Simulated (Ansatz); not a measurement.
Base system: Sc in the hcp (Mg type) structure (space group P6_3/mmc, No. 194; a = 3.275 Å, c = 5.105 Å; relaxed with 0.1 eV smearing). Axes: x lies along a and z along c of the hexagonal cell.

Method: plane-wave PAW DFT at the PBEsol level (Ansatz, an electronic-structure program, 420 eV), without spin-orbit coupling.

Modification: uniaxial strain ε_zz = −2.00 %, all other strain components held at zero; the atoms relax in the strained cell.

Predict the stress tensor and what it implies for the stiffness.

Stress of the strained cell less that of the base (GPa, compression positive):
```
    0.6     0.0     0.0
    0.0     0.6     0.0
    0.0     0.0     2.2
```

Then −Δσ_ii/ε with ε = -0.0200 gives secant stiffness values (nonlinear terms included at this strain): C33 ≈ 109 GPa, C13 ≈ 31 GPa and C23 ≈ 31 GPa.

No phonon test of stability was made. The final runs are not spin-polarised.
